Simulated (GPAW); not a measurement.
GPAW run on InPd (Pm-3m, 2 atoms in the cell): self-consistent single point.

Method of the run: PBE, GPAW PAW datasets PBE (gpaw-data 1.0.1) (plane waves; GPAW 25.7.0).

```
CELL_PARAMETERS angstrom
      3.29806     0.00000     0.00000
      0.00000     3.29806     0.00000
      0.00000     0.00000     3.29806
ATOMIC_POSITIONS crystal
  In 0.00000 0.00000 0.00000
  Pd 0.50000 0.50000 0.50000
```

Reference input (self-consistent single point, DFT PBE, plane waves, GPAW PAW datasets PBE (gpaw-data 1.0.1)): mode = pw; ecut = 600 eV; xc = PBE; kpts = 13 13 13; mesh shift (steps) = 0 0 0; occupations.name = methfessel-paxton; occupations.width = 0.2 eV; occupations.order = 0; nbands = -6; convergence.density = 1e-05 e/electron; symmetry.symmorphic = false; symmetry.tolerance = 0.0005. This run's input differs from it in these lines:

```diff
@@ -14,3 +14,3 @@
             xc='PBE',
-            kpts=(13, 13, 13),
+            kpts={'size': (6, 6, 6), 'gamma': True},
             occupations={'name': 'methfessel-paxton', 'width': 0.2, 'order': 0},
```

Log, with long lists cut:

```
     iter     time        total  log10-change:
                         energy   eigst   dens
iter:   1 --:--:--    -9.218453
iter:   2 --:--:--    -8.669381   -1.58  -1.25
iter:   3 --:--:--    -7.777622   -0.63  -1.30
iter:   4 --:--:--    -7.665307   -2.09  -1.74
iter:   5 --:--:--    -7.763669   -1.68  -1.67
iter:   6 --:--:--    -7.647734   -1.67  -2.14
iter:   7 --:--:--    -7.636653   -2.86  -2.22
iter:   8 --:--:--    -7.618918   -2.98  -2.44
iter:   9 --:--:--    -7.618192   -3.68  -2.84
iter:  10 --:--:--    -7.617962c  -4.85  -3.45
iter:  11 --:--:--    -7.618302c  -3.78  -3.18
iter:  12 --:--:--    -7.617863c  -4.47  -3.08
   [... lines left out ...]
iter:  14 --:--:--    -7.617720c  -6.67  -3.87
iter:  15 --:--:--    -7.617726c  -6.30  -3.94
iter:  16 --:--:--    -7.617723c  -7.66c -4.02
iter:  17 --:--:--    -7.617730c  -6.77  -4.04
iter:  18 --:--:--    -7.617728c  -8.20c -4.09
iter:  19 --:--:--    -7.617729c  -6.75  -4.12
iter:  20 --:--:--    -7.617729c  -7.63c -4.42
iter:  21 --:--:--    -7.617725c  -7.49c -4.42
iter:  22 --:--:--    -7.617725c  -8.78c -4.41
iter:  23 --:--:--    -7.617725c  -9.13c -4.40
iter:  24 --:--:--    -7.617719c  -6.85  -4.41
iter:  25 --:--:--    -7.617718c  -8.03c -4.90
iter:  26 --:--:--    -7.617718c  -9.24c -5.56c
Converged after 26 iterations.

Dipole moment: (-0.000000, -0.000000, -0.000000) |e|*Ang

Energy contributions relative to reference atoms: (reference = -297202.910378)

Kinetic:        +11.447306
Potential:      -13.727076
External:        +0.000000
XC:              -5.288895
Entropy (-ST):   -0.019826
Local:           -0.039141
SIC:             +0.000000
--------------------------
Free energy:     -7.627631
Extrapolated:    -7.617718

Showing only first 2 kpts
 Kpt  Band  Eigenvalues  Occupancy
  0    12      7.36157    2.00000
  0    13      7.36157    2.00000
  0    14     13.76258    0.00000
  0    15     13.76258    0.00000

  1    12      7.08129    2.00000
  1    13      7.34452    2.00000
  1    14     11.49252    0.00000
  1    15     14.58559    0.00000

Fermi level: 9.62086

No gap
No difference between direct/indirect transitions
Energy (eV): -7.617718

Forces in eV/Ang:
  0 In    0.00000   -0.00000    0.00000
  1 Pd   -0.00000   -0.00000   -0.00000

Stress tensor:
    -0.004047    -0.000000     0.000000
    -0.000000    -0.004047     0.000000
     0.000000     0.000000    -0.004047
Stress (GPa, Voigt): [-0.6483 -0.6483 -0.6483  0.      0.     -0.    ]
```

The run converged in 26 iterations. GPAW prints stress with tension positive. Against the reference run the free energy rises by 13.3 meV/atom and the pressure goes from 0.50 to 0.65 GPa.

The starting cell comes from a database of computed structures (which also holds hypothetical and non-ambient phases and stackings), without a prior relaxation at this level. Its lattice was rescaled by a random factor within 2.5 % of one. Spin polarisation is off.
